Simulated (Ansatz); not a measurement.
**Bulk modulus B0 of AlSn2Sb (model structure, started from the BC2N type, R3m, No. 160, 4 atoms in the cell) at several levels of theory**

No measured value is used here.

```
level (code)     value (GPa)  cell (Å³/atom)
---------------  -----------  --------------
PBE (Ansatz)               ?           33.66
PBEsol (Ansatz)         43.0           32.18
r²SCAN (Ansatz)         44.6           32.67
```

Problem. Fill in the missing entries.

Solution. 
- PBE (Ansatz, an electronic-structure program), value (GPa): 38.4

PBE, PBEsol, r²SCAN: the bulk modulus is −V dP/dV from two relaxed cells at ±2 % in volume. Each level is taken at its own relaxed cell. Cutoffs differ between the levels. Ansatz's density-functional and Hartree–Fock values are scalar-relativistic unless marked +SOC, with PAW data made under PBE.

A model structure was made by putting elements into a prototype or built by hand; it is no filed structure, need not be a known phase, and can be a saddle point held by its symmetry.
